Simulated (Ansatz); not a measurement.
Input:

```
Ir
1.0
    0.00000     1.91782     1.91782
    1.91782     0.00000     1.91782
    1.91782     1.91782     0.00000
Ir
1
Direct
  0.00000   0.00000   0.00000
```

Method: PBEsol with spin-orbit coupling, rigid bands (plane waves, PAW; Ansatz, a program for electronic structure). Condition of this run: hydrostatic pressure -2 GPa with spin-orbit coupling (the target of the relaxation). How the cell was made: cell and atoms relaxed with PBEsol, then loaded as said.

**Question.** Predict the product ρ₀λ of resistivity and mean free path that follows from the Fermi surface's area.

**Answer.** 3.9 ×10⁻¹⁶ Ω·m².

**Question.** And the Drude plasma energy and the root-mean-square Fermi velocity at 300 K?

**Answer.** 10.0 eV; 7.7e5 m/s.

A metal at this level (no band gap); rigid bands, thermally averaged at 300 K, both spins. τ is one relaxation time for all states; the product of resistivity and mean free path takes one path for all states instead.
